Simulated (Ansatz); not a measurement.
Si (diamond structure), Σ3 (111) [1-10] symmetric tilt. One Sb atom replaces one Si atom in a bicrystal of 32 atoms (one solute to 26 Å² of one boundary, a high coverage); atoms relaxed, cell held. Energies count from the site farthest from both boundaries, which lies only 5.1 Å away; negative means that the solute is drawn to the site. The cell is neutral, and spin is allowed where the electrons are odd. k-points: Γ-centred 3×6×1 mesh; occupations: Fermi-Dirac, 0.050 eV; spin-polarised, moments started parallel. No spin-orbit coupling.

Sites tried, by distance from the nearest boundary plane (Å): 1.19, 1.19, 1.19, 1.98.

Task: Does Sb segregate by PBE (Ansatz, a quantum-chemistry and plane-wave program), and with what energy at each site?

Result: 1.19 Å: -0.03 eV; 1.19 Å: -0.03 eV; 1.19 Å: -0.03 eV; 1.98 Å: -0.09 eV. The most favoured site tried binds it by 0.09 eV.
